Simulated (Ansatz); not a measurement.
The parent structure is CrCl$_{3}$ (space group C2/m, No. 12; a = 5.963 Å, b = 10.322 Å, c = 6.080 Å, α = γ = 90.00°, β = 108.51°; ferromagnetic; a cell from a computed database, its experimental status unchecked; layered, stacked along the Cartesian z axis).

Computed with r2SCAN+rVV10 in Ansatz (plane waves to 500 eV, PAW, without spin-orbit coupling).

One change was made to it. Results:

| quantity | base | after |
|---|---|---|
| band gap | 2.37 eV | 2.32 eV |
| density | 2.96 g/cm³ | 3.26 g/cm³ |
| gap character | indirect, Y → k = (0.429, 0.429, -1/3) in the run's primitive reciprocal basis | direct at Y |
| shortest interatomic distance | 2.344 Å | 2.322 Å |

Task: Which of these changes matches the shifts?
A. pressure 0.7 GPa
B. pressure 3 GPa
C. pressure 0.3 GPa

Result: B, pressure 3 GPa. For comparison, the band gap in the other runs: pressure 0.7 GPa gives 2.38 eV; pressure 0.3 GPa gives 2.37 eV.

Load acts through the strain it causes; cell and atoms are relaxed under it. No phonon test of stability was made. No Hubbard U is applied and the magnetic state is the run's own (CrCl3 ferromagnetic); small cells can't hold the antiferromagnetic order that many such compounds have, so gaps and moments can be off. The base started in P-1 and relaxed to C2/m at this level.

Ansatz is a program for electronic structure.
